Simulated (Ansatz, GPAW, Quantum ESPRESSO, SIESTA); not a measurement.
# ZrTi₂ (P6/mmm, 3 atoms in the cell) computed with different codes at matched settings

Self-consistent single point.

```
ZrTi2
1.0
    4.72441     0.00000     0.00000
   -2.36220     4.09146     0.00000
    0.00000     0.00000     3.00345
Zr Ti
1 2
Direct
  0.00000   0.00000   0.00000
  0.66667   0.33333   0.50000
  0.33333   0.66667   0.50000
```

Shared settings, as Ansatz (an electronic-structure program) writes them: kpoints.mp_grid.grid = 8 8 11; scf.occupations.method = fermi_dirac; scf.occupations.width = 0.1 eV. Potentials and cutoffs stand in the table.

```
code                                                                                                                                      model  pressure (GPa)       cutoff
----------------  -----------------------------------------------------------------------------------------------------------------------------  --------------  -----------
GPAW                                                                                      PBEsol, GPAW PAW datasets PBEsol (made by gpaw-setup)           -3.76       850 eV
Quantum ESPRESSO                                                                           PBEsol, SSSP 1.1.2 efficiency (PBE) pseudopotentials           -3.75        50 Ry
SIESTA            GGA PBEsol, numerical atomic orbitals TZP, PseudoDojo PBEsol standard norm-conserving potentials (rewritten from UPF to PSML)           -5.86  grid 350 Ry
Ansatz                                                                                                          PBEsol, PAW files made with PBE           -3.83       420 eV
```

On Ansatz's run: spin polarisation is off.

The spread over the programs that give each value: pressure within 2.11 GPa.

SIESTA uses small atom-centred bases, whose incompleteness enters pressures, forces and empty levels differently from a plane-wave cutoff. Ansatz's pressure is given at a fixed set of plane waves, as the other plane-wave codes print theirs. In the pressure, SIESTA (by 2.10) lies more than 1 GPa from the median of the plane-wave programs.

The starting cell comes from a database of computed structures (which also holds hypothetical and non-ambient phases and stackings), without a prior relaxation at this level.

Left out of this page: Elk and FLEUR (not drawn, or without a comparable value).

Keys are those of Ansatz 0.2.
